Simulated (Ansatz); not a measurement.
## Converging the k-point mesh: CaI2 (P3m1, 3 atoms in the cell)

```xyz
3
Lattice="4.5516 0.0000 0.0000 -2.2758 3.9418 0.0000 0.0000 0.0000 7.2459" Properties=species:S:1:pos:R:3 pbc="T T T"
Ca     0.0000     0.0000     0.0500
I      0.0000     2.6279     1.7702
I      2.2758     1.3139     5.4757
```

Computed with PBEsol, default PAW files made with PBE (plane waves; Ansatz, a program for electronic structure).

Base settings: basis.ecutwfc = 30.9 Ry; kpoints.mp_grid.grid = 6 6 4; hamiltonian.xc = pbesol; hamiltonian.pseudopotentials = {kind: paw} (the program's default PAW files); scf.occupations.method = fixed.

The second cell is the first with its lattice scaled by 0.98.

Only quantities that move along the ladder and can be compared are tabulated.

The count of work is k-points × plane waves × bands × iterations; it is no time. Core times come from one kind of shared machine, to one figure; runs under 30 s give none.

The starting cell comes from a database of computed structures (which also holds hypothetical and non-ambient phases and stackings), without a prior relaxation at this level. Its lattice was rescaled by up to half a per cent. One atom was moved a little off its site on purpose. Spin-orbit coupling is off. Ansatz's pressure includes its estimate of the finite-basis (Pulay) stress.

Steps (kpoints.mp_grid.grid): 2 2 1; 2 2 2; 3 3 2; 4 4 2; 5 5 3; 6 6 4; 7 7 4; 8 8 5; 9 9 5; 10 10 6; 11 11 6; 12 12 7; 13 13 7; 15 15 8; 16 16 9; 18 18 10.

Q: What is the coarsest kpoints.mp_grid.grid that holds the pressure within 0.2 GPa of the last step, with all finer ones?

A: 3 3 2, at 0.018 of the last step's count of work; the step before is off by 0.89 GPa.

Q: What is the coarsest kpoints.mp_grid.grid that holds the energy of the compressed cell less the first within 2 meV/atom of the last step, with all finer ones?

A: 4 4 2, at 0.024 of the last step's count of work; the step before is off by 2.2 meV/atom.

| kpoints.mp_grid.grid | free energy less the last step's (meV/atom) | energy of the compressed cell less the first (meV/atom) | pressure (GPa) | largest difference of a force vector from the last step's (eV/Å) | gap on the mesh (eV) | count of work / last | core time / last (rough) |
|---|---|---|---|---|---|---|---|
| 2 2 1 | 96.45 | 1.22 | -0.56 | 0.131 | 3.548 | 0.0071 | – |
| 2 2 2 | 108.88 | 5.47 | -0.33 | 0.145 | 3.551 | 0.012 | – |
| 3 3 2 | 11.03 | -7.67 | -1.09 | 0.017 | 3.756 | 0.018 | – |
| 4 4 2 | 1.76 | -9.43 | -1.19 | 0.002 | 3.590 | 0.024 | – |
| 5 5 3 | 0.29 | -9.80 | -1.21 | 0.000 | 3.655 | 0.036 | – |
| 6 6 4 | 0.05 | -9.87 | -1.22 | 0.000 | 3.592 | 0.073 | – |
| 7 7 4 | 0.01 | -9.89 | -1.22 | 0.000 | 3.625 | 0.085 | – |
| 8 8 5 | 0.00 | -9.89 | -1.22 | 0.000 | 3.592 | 0.12 | – |
| 9 9 5 | 0.00 | -9.89 | -1.22 | 0.000 | 3.612 | 0.15 | – |
| 10 10 6 | 0.00 | -9.89 | -1.22 | 0.000 | 3.592 | 0.22 | – |
| 11 11 6 | 0.00 | -9.89 | -1.22 | 0.000 | 3.605 | 0.25 | – |
| 12 12 7 | 0.00 | -9.89 | -1.22 | 0.000 | 3.592 | 0.34 | – |
| 13 13 7 | 0.00 | -9.89 | -1.22 | 0.000 | 3.601 | 0.38 | 0.4 |
| 15 15 8 | 0.00 | -9.89 | -1.22 | 0.000 | 3.599 | 0.58 | 0.5 |
| 16 16 9 | 0.00 | -9.89 | -1.22 | 0.000 | 3.592 | 0.71 | 0.9 |
| 18 18 10 | 0.00 | -9.89 | -1.22 | 0.000 | 3.592 | 1.0 | 1 |

The energy difference between the two cells stays within 1 meV/atom of the last step's from 4 4 2 on, the total only from 5 5 3 on: much of the error is common to both cells and cancels.

The gap on the mesh jumps up and down from mesh to mesh; it is no smooth measure of convergence.

Keys are those of Ansatz 0.2.
